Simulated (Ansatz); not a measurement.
Consider Al in the fcc (Cu type) structure (space group Fm-3m, No. 225; relaxed with 0.1 eV smearing).

```xyz
1
Lattice="0.0000 2.0075 2.0075 2.0075 0.0000 2.0075 2.0075 2.0075 0.0000" Properties=species:S:1:pos:R:3 pbc="T T T"
Al     0.0000     0.0000     0.0000
```

Cartesian axes are those of the cell as printed.

Calculations: Ansatz (a program for electronic structure) PBEsol, no spin-orbit coupling, earlier PAW set.

Strains are applied to the cell and any free atomic positions relax; under biaxial strain the out-of-plane vector relaxes too.

One change was made to it. Results:

| quantity | base | after |
|---|---|---|
| energy relative to the base (free energy F) | 0 meV/atom | +23 meV/atom |
| pressure | 0.0 GPa | -5.3 GPa |

Task: Which change produced these results?
A) strain tensor (xx, yy, zz, yz, xz, xy) = (+1.12, +0.83, −1.11, +0.60, −0.86, +1.08) %
B) isotropic strain −2.85 %
C) biaxial strain +1.14 %, plane normal [110], relaxed out of plane
D) isotropic strain +1.66 %
E) isotropic strain +2.58 %

Result: E, isotropic strain +2.58 %. For comparison, the energy relative to the base in the other runs: isotropic strain −2.85 % gives +34 meV/atom; isotropic strain +1.66 % gives +9.7 meV/atom; strain tensor (xx, yy, zz, yz, xz, xy) = (+1.12, +0.83, −1.11, +0.60, −0.86, +1.08) % gives +2.3 meV/atom; biaxial strain +1.14 %, plane normal [110], relaxed out of plane gives +1.5 meV/atom.

A biaxial case was relaxed in a doubled cell and then solved in the primitive one. Whether these cells are dynamically stable was not tested.
